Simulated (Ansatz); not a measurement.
L1₂ (Cu3Au-type) Ni3Fe was calculated with LDA in Ansatz (PAW).

Settings: plane-wave cutoff 520 eV, 18×18×18 k mesh, Fermi–Dirac smearing 0.041 eV (set by the program), spin-polarised with parallel moments, scalar-relativistic PAW data made under PBE.

Cell (relaxed at this level):

```
CELL_PARAMETERS angstrom
      3.44702     0.00000     0.00000
      0.00000     3.44702     0.00000
      0.00000     0.00000     3.44702
ATOMIC_POSITIONS crystal
  Fe 0.00000 0.00000 0.00000
  Ni 0.00000 0.50000 0.50000
  Ni 0.50000 0.00000 0.50000
  Ni 0.50000 0.50000 0.00000
```

Problem. Give the computed Voigt–Reuss–Hill bulk modulus, elastic constant C11, elastic constant C44 and elastic constant C12.

Solution. 
- Voigt–Reuss–Hill bulk modulus: 251 GPa
- elastic constant C11: 350 GPa
- elastic constant C44: 161 GPa
- elastic constant C12: 202 GPa

Elastic constants are with the ions relaxed.

Cost on a shared machine: about 40 core-minutes (a rough figure).

Ansatz is a first-principles code.
